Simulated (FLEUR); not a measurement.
Input and output of a self-consistent single point for HgTe (F-43m, 2 atoms in the cell) (FLEUR).

Computed with PBE, all-electron FLAPW (FLEUR), scalar-relativistic valence.

The change in words: lattice scaled by 0.98. Reference geometry:
```yaml
crystal:
  lattice:
    - [0.00000, 3.34526, 3.34526]
    - [3.34526, 0.00000, 3.34526]
    - [3.34526, 3.34526, 0.00000]
  atoms:
    - { symbol: Hg, position: [0.00000, 0.00000, 0.00000] }
    - { symbol: Te, position: [0.25000, 0.25000, 0.25000] }
```

Reference input (self-consistent single point, DFT, PBE, all-electron FLAPW (FLEUR), scalar-relativistic valence): Kmax = 4.5 1/bohr; GmaxXC = 22.5 1/bohr; xcFunctional = pbe; jspins = 1; l_soc = F; mode = gauss; fermiSmearingEnergy = 0.00734986 Htr; mesh (inpgen div1-3) = 7 7 7; inpgen gamma flag = false; Gmax = 22.5 1/bohr; numbands = 0; maxIterBroyd = 25. This run's input differs from it in these lines:

```diff
@@ -3,5 +3,5 @@
 &input film=f /
-0.0000000000 3.3452570000 3.3452570000
-3.3452570000 -0.0000000000 3.3452570000
-3.3452570000 3.3452570000 0.0000000000
+-0.0000000000 3.2783520000 3.2783520000
+3.2783520000 0.0000000000 3.2783520000
+3.2783520000 3.2783520000 -0.0000000000
 1.8897261246
@@ -43,5 +43,5 @@
          <bravaisMatrix>
-            <row-1>    0.0000000000000000     6.3216195464010223     6.3216195464010223</row-1>
-            <row-2>    6.3216195464010223     0.0000000000000000     6.3216195464010223</row-2>
-            <row-3>    6.3216195464010223     6.3216195464010223     0.0000000000000000</row-3>
+            <row-1>    0.0000000000000000     6.1951874200346584     6.1951874200346584</row-1>
+            <row-2>    6.1951874200346584     0.0000000000000000     6.1951874200346584</row-2>
+            <row-3>    6.1951874200346584     6.1951874200346584     0.0000000000000000</row-3>
          </bravaisMatrix>
```

Log, with long lists cut:

```
 Iteration:     1   Distance:       8.03838568 me/bohr^3
 Iteration:     2   Distance:       7.44300753 me/bohr^3
 Iteration:     3   Distance:       3.98742344 me/bohr^3
 Iteration:     4   Distance:       1.03679976 me/bohr^3
 Iteration:     5   Distance:       0.82513438 me/bohr^3
   [... 6 lines left out ...]
 Iteration:    12   Distance:       0.00014022 me/bohr^3
 Iteration:    13   Distance:       0.00007017 me/bohr^3
 Iteration:    14   Distance:       0.00001595 me/bohr^3
 Iteration:    15   Distance:       0.00000162 me/bohr^3
 Run finished successfully
 Stop message:
   Structural relaxation: Done

[file out, last iteration]
             iter=     16
[...]
          total density-effective poten   -4.6125114194E+04
          total charge density-energy d   -5.4991786139E+02
 Updated energy parameters for spin:           1
[...]
 fermi energy and band-weighting factors:
    0.775478

[...]
FERMIE:
          first approx. to ef    (T=0)  :   0.191682 htr   (energy of the highest occ. eigenvalue)
          number of occ. states  (T=0)  :        630
          first approx. to seigv (T=0)  : -55.718778 htr
          sum of weights of occ. states :  21.000000
          sum of semicore charge        :   0.000000 e
          fermi energy=   0.19540 har   work function=  -5.31697 ev
          number of valence electrons=  42.00000
   [... lines left out ...]
          total moment                 =     0.00000
 Direct bandgap for spin            1 :    3.2563822557237693E-002  Htr
 ---->    free energy=                    -26458.6907397236 htr
   [... lines left out ...]
      extrapolation for T->0
 ---->    total electron energy=          -26458.6907397236 htr
 ***** TOTAL FORCES ON ATOMS *****
 TOTAL FORCE FOR ATOM TYPE=  1  X=  0.000   Y=  0.000   Z=  0.000
                       FX_TOT= 0.000000 FY_TOT= 0.000000 FZ_TOT= 0.000000
 TOTAL FORCE FOR ATOM TYPE=  2  X=  3.098   Y=  3.098   Z=  3.098
                       FX_TOT= 0.000000 FY_TOT= 0.000000 FZ_TOT= 0.000000
 Structural relaxation: Done
```

The run converged in 15 iterations. FLEUR gives forces in its relaxation mode, with a further iteration, so its stop message speaks of a relaxation. Against the reference run the total energy rises by 7.0 meV/atom.

The starting cell comes from a database of computed structures (which also holds hypothetical and non-ambient phases and stackings), without a prior relaxation at this level. Its lattice was rescaled by a random factor within 2.5 % of one. For this run, on top of that: lattice scaled by 0.98. Spin-orbit coupling is off. Values depend on the basis (sphere radii, cutoffs, local orbitals), which need not be converged. No gap is read from this output. The log's line on a gap gives a spacing of levels on this mesh, which the program prints for metals too.

Cost on one core of a shared machine: roughly 2 min.
